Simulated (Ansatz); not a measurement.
# What pressure 4.5 GPa does to LiTaO3

Start from LiTaO₃ (space group R3c, No. 161; a = 5.1918 Å, c = 13.9220 Å (hexagonal axes)).

Now apply this change: a hydrostatic pressure of 4.5 GPa.

Computed with plane-wave PAW DFT at the PBE level (Ansatz, an electronic-structure program, 420 eV), spin-orbit coupling left out. Γ-centred 8×8×8 mesh, Fermi–Dirac width 0.05 eV.

```tsv
quantity	base	changed	shift
volume per atom	10.83 Å³	10.47 Å³	-0.366 Å³
density	7.23 g/cm³	7.48 g/cm³	+0.25 g/cm³
lattice parameter a	5.192 Å	5.125 Å	-0.067 Å
c/a ratio	2.682	2.693	+0.0116
shortest interatomic distance	1.922 Å	1.918 Å	-0.004 Å
enthalpy H = E + PV relative to the base's energy	–	+0.30 eV/atom	–
band gap (an upper bound: an edge found on the path is not a true extremum; both cells)	3.80 eV	3.90 eV	+0.10 eV
```

Spin-orbit coupling, missing from the scalar runs, can matter with Ta. Load acts through the strain it causes; cell and atoms are relaxed under it. Whether these cells are dynamically stable was not tested.
